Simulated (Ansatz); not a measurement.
Functionals compared on F on the 1x1 (0001) surface of hcp Zr, one in a 2x2 cell, started at the site 'hollow Zr-Zr-Zr', in Ansatz (plane waves, PAW). The structure was relaxed with PBE; the other rows are single points on it, each with its references at the same level. Cutoff 420 eV (500 eV for r2SCAN).

Model: 17-atom slab, 7.6 Å thick at the start under the adsorbate (thin: gaps and levels are the slab's own), 5x5x1 mesh, Fermi-Dirac 0.1 eV, dipole correction, 8 atoms held, the rest relaxed; symmetry of the start imposed; no spin, no spin-orbit, no U, no dispersion correction. At the end it is bonded to 3 Zr. In PBE it is, or lies within 0.03 eV of, the lowest of the starts that converged. These notes are the PBE run's. Adsorption energies are against ½ F2(g). A negative adsorption energy means that the adsorbate is more stable on the surface than in its reference.

| functional | adsorption energy (eV) | work function of the top face (eV) | change of the work function (eV) | rough cost of the single point |
|---|---|---|---|---|
| PBE | -5.37 | 3.88 | -0.28 | – |
| RPBE | [?] | [?] | [?] | roughly 60 core-seconds |
| r2SCAN | -5.89 | 3.93 | -0.31 | about 2.2 core-minutes (a rough figure) |

Question: Fill in the missing entries.

Answer: 
- RPBE, adsorption energy (eV): -5.16
- RPBE, work function of the top face (eV): 3.75
- RPBE, change of the work function (eV): -0.29

Ansatz is a program for electronic structure.
